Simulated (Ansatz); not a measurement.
The starting structures come from a database of crystals and need not be the phases stable at ambient conditions.

Given:

```yaml
crystal:
  lattice:
    - [6.65128, 0.00000, 0.00000]
    - [3.32564, 6.30428, -0.13534]
    - [3.32564, -0.54526, 1.84101]
  atoms:
    - { symbol: Sn, position: [0.00000, 0.00000, 0.00000] }
    - { symbol: Se, position: [0.59866, 0.73467, 0.73467] }
    - { symbol: Se, position: [0.40134, 0.26533, 0.26533] }
```

Space group of this cell: P-3m1, CdI2 type. The cell was relaxed by PBE-D3(BJ).

Transport runs along the normal of the first two printed cell vectors, the (111) plane of the conventional cell.

The gap is the functional's own. No spin-orbit coupling. Mid-gap values are interpolated on the energy grid.

Question: Predict the band gap and the smallest decay constant κ at mid-gap from r2SCAN (Ansatz, an electronic-structure program).

Answer: Gap 0.62 eV on a 16×16×16 mesh; κ = 0.114 1/Å, at the zone centre.
